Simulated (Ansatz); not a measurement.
ZrO2: isotropic strain −2.39 %

Consider ZrO2 in the fluorite structure (space group Fm-3m, No. 225; a = 5.089 Å).

The change: an isotropic linear strain of −2.39 %, atoms relaxed at fixed cell.

Method: r2SCAN/PAW in Ansatz (a quantum-chemistry and plane-wave program), no SOC, earlier PAW set. k-mesh 11×11×11 (Γ-centred); smearing 0.05 eV (Fermi–Dirac).

```tsv
quantity	base	changed	shift
volume per atom	10.98 Å³	10.21 Å³	-0.77 Å³
space group	Fm-3m (No. 225)	Fm-3m (No. 225)	–
shortest interatomic distance	4.164 bohr	4.065 bohr	-0.0995 bohr
energy relative to the base (free energy F)	0 meV/atom	+49 meV/atom	+49 meV/atom
pressure	-0.01 GPa	21.65 GPa	+21.655 GPa
band gap	3.89 eV	4.11 eV	+0.22 eV
gap character	indirect, X → Γ	indirect, X → Γ	–
smallest direct gap	4.29 eV	4.57 eV	+0.286 eV
mean gap deformation potential ΔEg/Δln V	–	-3.0 eV	–
width of the top valence band	1.67 eV	1.73 eV	+0.051 eV
electron mass (degenerate bands, along [100])	0.53, 2.1 mₑ (at Γ)	0.48, 1.9 mₑ (at Γ)	–
valley order (the lowest conduction-band minima on the path, energy above the VBM, named in the base's zone)	Γ 3.89 eV; a point along ⟨110⟩, about 0.8 Å⁻¹ from Γ 4.29 eV; X along ⟨100⟩ 4.29 eV; L along ⟨111⟩ 4.49 eV	Γ 4.11 eV; a point along ⟨110⟩, about 0.9 Å⁻¹ from Γ 4.55 eV; X along ⟨100⟩ 4.57 eV; L along ⟨111⟩ 4.80 eV	–
```

Masses are band curvatures over ±0.01 Å⁻¹ around the edge. No phonon test of stability was made. This is not the structure that ZrO2 has at room temperature and ambient pressure.
